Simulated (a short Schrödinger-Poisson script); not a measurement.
System: gated In0.52Al0.48As/In0.53Ga0.47As modulation-doped gas in a quantum well, at 20 K.

```
layer        material  thickness (nm)  Nd (cm⁻³)  Na (cm⁻³)
-----  --------------  --------------  ---------  ---------
1      In0.52Al0.48As              15          -          -
2      In0.52Al0.48As              30     1.4e18          -
3      In0.52Al0.48As              20          -          -
4      In0.53Ga0.47As              20          -          -
5      In0.52Al0.48As            4000          -       1e15
```

Constants are typed, rounded textbook-type inputs, not results; the design itself was drawn at random and stands for no fabricated device. In0.52Al0.48As: permittivity 12.5, conduction-band edge (eV) 0.52, gap (eV) 1.45, electron mass (mₑ) 0.075, Nv at 300 K (cm⁻³) 1.1e19. In0.53Ga0.47As: permittivity 13.9, conduction-band edge (eV) 0, gap (eV) 0.74, Nv at 300 K (cm⁻³) 7.7e18.

Channel valleys (confinement mass, in-plane density-of-states mass, number): Γ 0.041, 0.041, 1. At the gate the conduction-band edge of layer 1 lies 0.65 eV − eVg above the Fermi level of the channel; the field vanishes at the back. Donor level 0.006 eV below the band edge. The barrier under the gate holds no holes. Gaps are held at their typed values at every temperature. Mesh 0.08 nm at interfaces.

Solved with a short Schrödinger-Poisson script written for these runs: 1D Poisson equation in equilibrium, electrons quantum, Hartree (BenDaniel-Duke, 40 states a valley, the channel's in-plane mass for all, wave functions free to enter the barrier), parabolic valleys, classical holes, donors ionised by Fermi statistics, acceptors fully, no traps, pinning or gate leakage.

The same stack at other levels of the model or other numerical settings:

| run | sheet density of all electrons at Vg = 0.4 V (cm⁻²) | sheet density of all electrons at Vg = -1.1 V (cm⁻²) | capacitance at Vg = 0.4 V (μF/cm²) | centroid of the channel electrons at Vg = 0.4 V (nm) | rough cost against the base |
|---|---|---|---|---|---|
| base | 9.55e11 | 4.26e11 | 0.514 | 6.54 | about 1 |
| electrons treated as classical, Boltzmann | ? | 5.04e11 | 0.514 | 0.44 | 0.03 |
| electrons treated as classical, Fermi-Dirac | ? | 4.44e11 | 0.514 | 5.77 | 0.1 |
| electrons treated as quantum, Hartree plus LDA exchange-correlation | 9.77e11 | 4.34e11 | 0.514 | ? | 2 |
| mesh six times as coarse | 9.55e11 | 4.26e11 | 0.514 | 6.53 | 0.2 |
| one subband a valley | 9.53e11 | 4.26e11 | 0.514 | 6.47 | 0.2 |

Question: What belongs in the gaps?

Answer: 
- electrons treated as classical, Boltzmann, sheet density of all electrons at Vg = 0.4 V (cm⁻²): 1.26e12
- electrons treated as quantum, Hartree plus LDA exchange-correlation, centroid of the channel electrons at Vg = 0.4 V (nm): 6.37
- electrons treated as classical, Fermi-Dirac, sheet density of all electrons at Vg = 0.4 V (cm⁻²): 1.01e12

The classical rows ignore confinement, and Boltzmann statistics overrate the density once the band edge passes the Fermi level.
